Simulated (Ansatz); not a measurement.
Take AlNi in the CsCl type structure (space group Pm-3m, No. 221; a = 2.893 Å; not spin-polarised; relaxed with 0.1 eV smearing) as the base. Axes: x, y, z lie along the cube axes.

The values are results of PBE/PAW in Ansatz (a program for electronic structure), spin-orbit coupling left out, earlier PAW set, not measurements.

Before the change:

```
Quantity    Value
--------  -------
Pressure  0.0 GPa
```

The change: the cell is stretched by 0.13 % along x with no lateral relaxation, atoms relaxed at fixed cell.

How does this affect the pressure?

The pressure (mean of the normal stresses, compression positive) goes from zero to -0.2 GPa.

The cells carry an imposed strain or load. Stability against distortions was not tested. Seeded moments were not kept for the base. All final runs are without spin polarisation.
